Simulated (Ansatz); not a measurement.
The starting structures come from a database of crystals and need not be the phases stable at ambient conditions.

 Where the default PAW files enter, the runs use the earlier of Ansatz's two default sets.

Data:

```
CELL_PARAMETERS angstrom
      4.22147     0.00000     0.00000
     -2.11074     3.65590     0.00000
      0.00000     0.00000     6.81672
ATOMIC_POSITIONS crystal
  Mg 0.66667 0.33333 0.49831
  Mg 0.33333 0.66667 0.99831
  Se 0.66667 0.33333 0.87669
  Se 0.33333 0.66667 0.37669
```

Space group of this cell: P6_3mc, wurtzite. The cell is taken as given.

Calculation: r2SCAN (plane waves, PAW; Ansatz, a quantum-chemistry and plane-wave program).

The current runs along the normal of the first two printed vectors; no spin-orbit coupling. Scaled by the factor s: all lengths (ions clamped). Meshes 12×12×6 and 12×12 across the current in all rows.

| s | mean pressure (GPa) | band gap (eV) |
|---|---|---|
| 0.98 | 3.4 | ? |
| 1.00 | 0.0 | 3.36 |
| 1.02 | -2.6 | 3.09 |

**Question.** Take the slope of the band gap against ln s from the two given rows, extrapolate to s = 0.98, and say what the run there gives.

**Answer.** Slope = (3.09 − 3.36) / ln 1.02 = -13.6 eV. The line gives 3.36 + (-13.6) × ln 0.98 = 3.64 eV. The run gives 3.65 eV, 0.01 eV over the line, 5 % of the predicted step.
